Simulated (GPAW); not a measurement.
## Worked example: self-consistent single point of Al2Cu (I4/mcm, 6 atoms in the cell) in GPAW

Level of theory: PBE, GPAW PAW datasets PBE (gpaw-data 1.0.1) (plane waves; GPAW 25.7.0).

Input as run:

```python
from ase import Atoms
from ase.units import GPa
from gpaw import GPAW, PW

atoms = Atoms(['Al', 'Al', 'Al', 'Al', 'Cu', 'Cu'],
              cell=[[-2.933824, 2.933824, 2.340813],
                    [2.933824, -2.933824, 2.340813],
                    [2.933824, 2.933824, -2.340813]],
              scaled_positions=[[0.841390, 0.658610, 0.500000],
                                [0.158610, 0.341390, 0.500000],
                                [0.658610, 0.158610, 0.817220],
                                [0.341390, 0.841390, 0.182780],
                                [0.250000, 0.250000, 0.000000],
                                [0.750000, 0.750000, 0.000000]],
              pbc=True)

calc = GPAW(mode=PW(800),
            xc='PBE',
            kpts=(7, 7, 7),
            occupations={'name': 'methfessel-paxton', 'width': 0.2, 'order': 0},
            nbands=-10,
            symmetry={'symmorphic': False, 'tolerance': 0.0005},
            maxiter=100,
            txt='-')

atoms.calc = calc

energy = atoms.get_potential_energy()
print('Energy (eV):', round(energy, 6))
forces = atoms.get_forces()
print('Forces (eV/Ang):')
print(forces.round(5))
stress = atoms.get_stress()
print('Stress (GPa, Voigt):', (stress / GPa).round(4))
```

Output, abridged:

```
Input parameters:
  kpts: [7 7 7]
  maxiter: 100
  mode: {ecut: 800.0,
         name: pw}
  nbands: -10
  occupations: {name: methfessel-paxton,
                order: 0,
                width: 0.2}
  symmetry: {symmorphic: False,
             tolerance: 0.0005}
  xc: PBE

species:
  Al:
    name: Aluminium
    Z: 13.0
    valence: 3
    core: 10
    charge: 0.0
    file: Al.PBE.gz

    # Using partial waves for Al as LCAO basis

  Cu:
    name: Copper
    Z: 29.0
    valence: 11
    core: 18
    charge: 0.0
    file: Cu.PBE.gz

    # Using partial waves for Cu as LCAO basis

Reference energy: -116456.596742  # eV

Spin-paired calculation

Convergence criteria:
 Maximum [total energy] change in last 3 cyles: 0.0005 eV / valence electron
 Maximum integral of absolute [dens]ity change: 0.0001 electrons / valence electron
 Maximum integral of absolute [eigenst]ate change: 4e-08 eV^2 / valence electron
 Maximum number of scf [iter]ations: 100

Symmetries present (total): 16
Symmetries with fractional translations: 8
343 k-points: 7 x 7 x 7 Monkhorst-Pack grid
40 k-points in the irreducible part of the Brillouin zone
       k-points in crystal coordinates                weights
   0:     0.00000000    0.00000000    0.00000000          1/343
   1:     0.14285714   -0.14285714    0.00000000          4/343
   2:     0.14285714   -0.14285714    0.14285714          4/343
   [... 7 lines left out ...]
          ...
  39:     0.42857143    0.42857143    0.42857143          8/343

Wave functions: Plane wave expansion
  Cutoff energy: 800.000 eV
  Number of coefficients (min, max): 4095, 4178
  Pulay-stress correction: 0.000000 eV/Ang^3 (de/decut=0.000000)

Occupation numbers: Methfessel-Paxton:
  width: 0.2000  # eV
  order: 0

Eigensolver

Densities:
  Coarse grid: 32*32*32 grid
  Fine grid: 64*64*64 grid
  Total Charge: 0.000000

Density mixing:
  Method: separate
  Backend: pulay
  Linear mixing parameter: 0.05
  old densities: 5
  Damping of long wavelength oscillations: 50

Hamiltonian:
  XC and Coulomb potentials evaluated on a 64*64*64 grid
  External potential:
    NoExternalPotential

XC parameters: PBE with 2 nearest neighbor stencil

Number of atoms: 6
Number of atomic orbitals: 34
Number of bands in calculation: 27
Number of valence electrons: 34
Bands to converge: occupied

Density initialized from atomic densities
  27 bands from LCAO basis set

Atomic positions and initial magnetic moments

Positions:
   0 Al     0.930668    2.003156    2.340813    ( 0.0000,  0.0000,  0.0000)
   1 Al     2.003156    0.930668    0.000000    ( 0.0000,  0.0000,  0.0000)
   2 Al     0.930668    3.864492    0.000000    ( 0.0000,  0.0000,  0.0000)
   3 Al     2.003156   -0.930668    2.340813    ( 0.0000,  0.0000,  0.0000)
   4 Cu     0.000000    0.000000    1.170406    ( 0.0000,  0.0000,  0.0000)
   5 Cu    -0.000000    0.000000    3.511219    ( 0.0000,  0.0000,  0.0000)

Unit cell:
           periodic     x           y           z      points  spacing
  1. axis:    yes   -2.933824    2.933824    2.340813    32     0.1144
  2. axis:    yes    2.933824   -2.933824    2.340813    32     0.1144
  3. axis:    yes    2.933824    2.933824   -2.340813    32     0.1297

  Lengths:   4.763827   4.763827   4.763827
  Angles:  103.971945 103.971945 121.138358

Effective grid spacing dv^(1/3) = 0.1350

     iter     time        total  log10-change:
                         energy   eigst   dens
iter:   1 --:--:--   -28.730055
iter:   2 --:--:--   -24.993270   -1.42  -0.95
iter:   3 --:--:--   -23.120070   -0.87  -1.08
iter:   4 --:--:--   -23.266874   -1.21  -1.26
iter:   5 --:--:--   -23.383453   -2.07  -1.45
iter:   6 --:--:--   -22.992337   -1.23  -1.68
iter:   7 --:--:--   -23.432826   -1.56  -1.91
iter:   8 --:--:--   -22.970301   -1.12  -1.63
iter:   9 --:--:--   -22.918135   -2.96  -2.16
iter:  10 --:--:--   -22.932464   -2.43  -2.57
iter:  11 --:--:--   -22.916496c  -3.32  -2.37
iter:  12 --:--:--   -22.914723   -4.11  -2.67
iter:  13 --:--:--   -22.915477c  -5.07  -2.78
iter:  14 --:--:--   -22.914289c  -3.75  -2.71
iter:  15 --:--:--   -22.914804c  -4.59  -2.94
iter:  16 --:--:--   -22.914192c  -4.42  -3.14
iter:  17 --:--:--   -22.914188c  -6.07  -3.82
iter:  18 --:--:--   -22.914215c  -5.84  -3.85
iter:  19 --:--:--   -22.914195c  -6.48  -3.95
iter:  20 --:--:--   -22.914192c  -7.57c -4.59c

Converged after 20 iterations.

Dipole moment: (-0.000000, -0.000000, 0.000000) |e|*Ang

Energy contributions relative to reference atoms: (reference = -116456.596742)

Kinetic:         +1.992285
Potential:       +3.810062
External:        +0.000000
XC:             -28.910650
Entropy (-ST):   -0.029727
Local:           +0.208974
SIC:             +0.000000
--------------------------
Free energy:    -22.929056
Extrapolated:   -22.914192

Showing only first 2 kpts
 Kpt  Band  Eigenvalues  Occupancy
  0    15      7.25440    2.00000
  0    16      7.25441    2.00000
  0    17      7.68347    2.00000
  0    18      8.57291    1.63533

  1    15      7.04315    2.00000
  1    16      7.48663    2.00000
  1    17      8.01276    2.00000
  1    18      9.21183    0.00030

Fermi level: 8.70111

No gap
No difference between direct/indirect transitions
Energy (eV): -22.914192

Forces in eV/Ang:
  0 Al   -0.11120    0.11120   -0.00000
  1 Al    0.11120   -0.11120    0.00000
  2 Al   -0.11120   -0.11120   -0.00000
  3 Al    0.11120    0.11120   -0.00000
  4 Cu    0.00000    0.00000    0.00000
  5 Cu    0.00000    0.00000    0.00000

Stress tensor:
    -0.079886     0.000000     0.000000
     0.000000    -0.079886     0.000000
     0.000000     0.000000    -0.101173
Stress (GPa, Voigt): [-12.7992 -12.7992 -16.2096   0.       0.       0.    ]
```

The run converged in 20 iterations. GPAW prints stress with tension positive.

The starting cell comes from a database of computed structures (which also holds hypothetical and non-ambient phases and stackings), without a prior relaxation at this level. Its lattice was rescaled by a random factor within 2.5 % of one. Spin polarisation is off. With a pressure of about 14 GPa the cell is away from its equilibrium volume at this level.

Cost on one core of a shared machine: roughly 40 s.
